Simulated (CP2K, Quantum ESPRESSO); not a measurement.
A CP2K input for a self-consistent single point of Ti3Nb (Amm2, 4 atoms in the cell) (DFT LDA (Pade form), GPW, DZVP-MOLOPT-SR-GTH basis, GTH-PADE potentials (GTH_POTENTIALS)):

```
&GLOBAL
  PROJECT run
  RUN_TYPE ENERGY_FORCE
  PRINT_LEVEL MEDIUM
&END GLOBAL
&FORCE_EVAL
  METHOD Quickstep
  STRESS_TENSOR ANALYTICAL
  &DFT
    BASIS_SET_FILE_NAME BASIS_MOLOPT
    POTENTIAL_FILE_NAME GTH_POTENTIALS
    &QS
      METHOD GPW
      EPS_DEFAULT 1E-10
    &END QS
    &MGRID
      CUTOFF 600
      REL_CUTOFF 40
      NGRIDS 5
    &END MGRID
    &SCF
      SCF_GUESS ATOMIC
      EPS_SCF 1E-7
      MAX_SCF 100
      ADDED_MOS 9
      &DIAGONALIZATION
        ALGORITHM STANDARD
      &END DIAGONALIZATION
      &MIXING
        METHOD BROYDEN_MIXING
        ALPHA 0.2
        NBUFFER 8
      &END MIXING
      &SMEAR ON
        METHOD FERMI_DIRAC
        ELECTRONIC_TEMPERATURE [K] 1160.45
      &END SMEAR
    &END SCF
    &KPOINTS
      SCHEME MONKHORST-PACK 3 10 10
      GAMMA_CENTERED T
    &END KPOINTS
    &XC
      &XC_FUNCTIONAL PADE
      &END XC_FUNCTIONAL
    &END XC
    &PRINT
      &MO
        EIGENVALUES T
        OCCUPATION_NUMBERS T
        NDIGITS 8
        FILENAME mo
        &EACH
          QS_SCF 0
        &END EACH
        ADD_LAST NUMERIC
      &END MO
      &MULLIKEN ON
      &END MULLIKEN
    &END PRINT
  &END DFT
  &SUBSYS
    &CELL
      A 8.86605000 0.00000000 0.00000000
      B 0.00000000 2.83849300 0.00000000
      C 0.00000000 1.09312000 2.61956700
      PERIODIC XYZ
    &END CELL
    &COORD
      Ti       0.00000000     0.71818775     0.47851630
      Ti       2.20277012     3.11124263     2.07296815
      Ti       6.66327988     3.11124263     2.07296815
      Nb       4.43302500     0.92251367     0.61465520
    &END COORD
    &KIND Ti
      BASIS_SET DZVP-MOLOPT-SR-GTH-q12
      POTENTIAL GTH-PADE-q12
    &END KIND
    &KIND Nb
      BASIS_SET DZVP-MOLOPT-SR-GTH-q13
      POTENTIAL GTH-PADE-q13
    &END KIND
  &END SUBSYS
  &PRINT
    &FORCES ON
    &END FORCES
    &STRESS_TENSOR ON
    &END STRESS_TENSOR
  &END PRINT
&END FORCE_EVAL
```

Q: Translate this input to Quantum ESPRESSO.

A: One input that does it (others would too):

```fortran
&control
 calculation = 'scf',
 prefix = 'scf',
 outdir = './out',
 pseudo_dir = './',
 tprnfor = .true.,
 tstress = .true.,
/
&system
 ibrav = 0,
 nat = 4,
 ntyp = 2,
 ecutwfc = 85,
 occupations = 'smearing',
 smearing = 'fd',
 degauss = 0.0073499,
/
&electrons
 conv_thr = 1.0e-11,
/
ATOMIC_SPECIES
Ti    47.8670  Ti.upf
Nb    92.9064  Nb.upf
ATOMIC_POSITIONS crystal
Ti    0.00000000    0.18267000    0.18267000
Ti    0.24845000    0.79134000    0.79134000
Ti    0.75155000    0.79134000    0.79134000
Nb    0.50000000    0.23464000    0.23464000
K_POINTS automatic
3 10 10  0 0 0
CELL_PARAMETERS angstrom
   8.86605000     0.00000000     0.00000000
   0.00000000     1.57388500     2.36218700
   0.00000000    -1.57388500     2.36218700
```

Basis, cutoffs, solver keys and any potentials are the target program's own. This input uses DFT, LDA (PW92), plane waves, PseudoDojo standard norm-conserving (LDA) pseudopotentials. LDA parametrisations can differ slightly between programs.

The starting cell comes from a database of computed structures (which also holds hypothetical and non-ambient phases and stackings), without a prior relaxation at this level. For this run, on top of that: lattice scaled by 0.98.
